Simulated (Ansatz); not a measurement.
**C on the 1x1 (101) surface of tetragonal HfO2 (a metastable polymorph) (cut with top plane O), one in a 2x1 cell, started at the site 'top O'**

Host crystal: tetragonal HfO2, with a band gap (PBE, scalar-relativistic without spin-orbit coupling).

Level of theory: PBE (plane waves to 420 eV, PAW; Ansatz, a first-principles code).

Slab: 37 atoms, 7.6 Å thick at the start under the adsorbate (thin: gaps and levels are the slab's own); k 3x3x1, smearing 0.01 eV, dipole-corrected; 16 atoms held, the rest relaxed; symmetry of the start imposed; spin-polarised, ending with about 2.0 μB a cell; orders that need a larger cell were not tried, no spin-orbit, no U, no dispersion correction. At the end it is bonded to 3 Hf + O. In PBE this state lies 0.20 eV over the lowest of the starts that converged ('hollow Hf', where the adsorbate paired with a surface O atom).

```yaml
energy of the end state, in which the adsorbate paired with a surface O atom, against an atom of graphite: 345 kJ/mol
change_of_the_step_from_the_bottom_to_the_top_vacuum_level_against_the_clean_slab: 0.46 eV
energy_released_by_relaxation: 2.69 eV
height of the binding atom over the mean of the host atoms within 0.3 Å of the top one: -0.828 bohr
magnetic_moment_of_the_cell: 2.00 μB
largest_move_of_a_host_atom: 1.23 Å
caution: the host itself rearranges in this cell, so the energy holds part of a reconstruction
```

A negative adsorption energy means that the adsorbate is more stable on the surface than in its reference.
